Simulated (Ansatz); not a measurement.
The reference is HfC in the rock salt structure (space group Fm-3m, No. 225; a = 4.607 Å; relaxed with 0.1 eV smearing).

All numbers come from PBEsol/PAW in Ansatz (a first-principles code), without spin-orbit coupling.

For the base:

- Pressure = 0.0 GPa
- Band gap = zero

Modification: an isotropic linear strain of −0.50 %, atoms relaxed at fixed cell.

### Question
Predict the new energy relative to the base, pressure and band gap.

### Answer
The energy grows by 2.2 meV/atom; the pressure goes from zero to 3.8 GPa; the band gap is still zero.

Stability against distortions was not tested. The final runs are not spin-polarised.
